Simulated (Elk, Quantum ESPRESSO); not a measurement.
A Quantum ESPRESSO input for a self-consistent single point of a sheet of PtSe2 (3 atoms in the cell) (DFT, PBE, plane waves, SSSP 1.1.2 efficiency (PBE) pseudopotentials):

```fortran
&control
  calculation = 'scf'
  prefix = 'pwscf'
  outdir = './tmp/'
  pseudo_dir = './'
  tprnfor = .true.
  tstress = .true.
/
&system
  ibrav = 0
  nat = 3
  ntyp = 2
  ecutwfc = 40
  ecutrho = 320
  occupations = 'smearing'
  smearing = 'gauss'
  degauss = 0.0073499
/
&electrons
  conv_thr = 1e-10
  mixing_beta = 0.5
/
ATOMIC_SPECIES
Pt   195.0840  pt_pbe_v1.4.uspp.F.UPF
Se    78.9710  Se_pbe_v1.uspp.F.UPF
ATOMIC_POSITIONS crystal
Pt    0.00000000    0.00000000    0.50000000
Se    0.33333333    0.66666667    0.58780000
Se    0.66666667    0.33333333    0.41220000
K_POINTS automatic
7 7 1  0 0 0
CELL_PARAMETERS bohr
   6.68155837     0.00000000     0.00000000
  -3.34077918     5.78639928     0.00000000
   0.00000000     0.00000000    32.09140086
```

Give the Elk input for the same structure, mesh, smearing and functional.

This is the input that was run; spellings and numerical settings could be chosen otherwise.

```
tasks
  0

xctype
  20

rgkmax
  8.0

gmaxvr
  16.0

nxlo
  2

lorbcnd
  .true.

rmtscf
  0.87

lmaxi
  2

stype
  0

swidth
  0.00367493

scale
  1.889726125

avec
    3.5357284221   -0.0000000980    0.0000000000
   -1.7678641262    3.0620306834    0.0000000000
    0.0000000000    0.0000000000   16.9820380000

atoms
  2   : nspecies
  'Pt.in'   : spfname
  1   : natoms; atposl, bfcmt below
  0.0000000000  0.0000000000  0.5000000000    0.0 0.0 0.0
  'Se.in'   : spfname
  2   : natoms; atposl, bfcmt below
  0.3333333333  0.6666666667  0.5878000000    0.0 0.0 0.0
  0.6666666667  0.3333333333  0.4122000000    0.0 0.0 0.0

ngridk
  7 7 1
```

Basis settings and potentials, where a program has them, do not carry over. This input uses DFT, PBE, all-electron FP-LAPW, Elk's shipped species files, APW+lo basis with extra local orbitals.

The starting cell was generated: these elements placed on a structure prototype, without a prior relaxation; it need not be a known phase or ordering of this composition. Its lattice was rescaled in the plane by a random factor within 2.5 % of one. For this run, on top of that: lattice scaled in the plane by 0.98.
